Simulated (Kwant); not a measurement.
Computed with Kwant: Hückel tight-binding model, one pz orbital an atom, one spin, coherent transport at 0 K. Conductance is in e²/h.

Device: π system c1ccc(cc1)-c1ccccc1 between two chain leads. The π system is taken as planar. Atoms are numbered from 0 in the order of the SMILES. Site energies (eV, carbon 0): [0.0, 0.0, 0.0, 0.0, 0.0, 0.0, 0.0, 0.0, 0.0, 0.0, 0.0, 0.0]. Bonds (i, j, β in eV): (0,1,-2.7) (1,2,-2.7) (2,3,-2.7) (3,4,-2.7) (4,5,-2.7) (3,6,-2.7) (6,7,-2.7) (7,8,-2.7) (8,9,-2.7) (9,10,-2.7) (10,11,-2.7) (5,0,-2.7) (11,6,-2.7). Leads: chains of hopping −4.1 eV, joined by −1.4 eV to atoms 1 and 2.

Site energies and bond integrals are typed Hückel values.

Sweep values stay those of the base run.

One input was changed, with this effect: transmission at E = 0 0.031 → 0.0078.

Problem. Which change was it?
(A) contacts moved from atoms [1, 2] to [0, 2]
(B) contacts moved from atoms [1, 2] to [1, 5]
(C) contacts moved from atoms [1, 2] to [0, 1]
(D) contacts moved from atoms [1, 2] to [2, 7]
(E) contacts moved from atoms [1, 2] to [1, 4]
(F) contacts moved from atoms [1, 2] to [2, 4]

Solution. D, contacts moved from atoms [1, 2] to [2, 7]
